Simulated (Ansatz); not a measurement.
Consider Ta₂O₅ (space group Pmmm, No. 47; a = 3.670 Å, b = 3.859 Å, c = 6.433 Å; a cell from a computed database, its experimental status unchecked).

Levels (all Ansatz, an electronic-structure program, PAW): PBEsol (420 eV, no spin-orbit coupling); r2SCAN (500 eV, no spin-orbit coupling); HSE06 (420 eV, scalar-relativistic without spin-orbit coupling).

One geometry, relaxed with PBEsol, under each level:

```csv
level,band gap,lowest conduction level above the VBM at special points,pressure
PBEsol,0.32 eV,X 0.32 eV; U 0.37 eV; Γ 0.43 eV; S 0.53 eV,0.0 kbar
r2SCAN,?,?,?
HSE06,1.58 eV,X 1.58 eV; U 1.62 eV; Γ 1.88 eV,–
```

### Question
Give the withheld r2SCAN results.

### Answer

- r2SCAN, band gap: 0.64 eV
- r2SCAN, lowest conduction level above the VBM at special points: X 0.64 eV; U 0.69 eV; Γ 0.83 eV; S 0.92 eV
- r2SCAN, pressure: 0.9 kbar

Single points use the geometry relaxed with PBEsol. Their cutoffs differ, which shifts pressures a little. HSE06 was sampled on its mesh, a few special points and the semilocal edge points, so its gap is an upper bound. Spin-orbit coupling, missing from the scalar runs, can matter with Ta. No phonon test of stability was made.
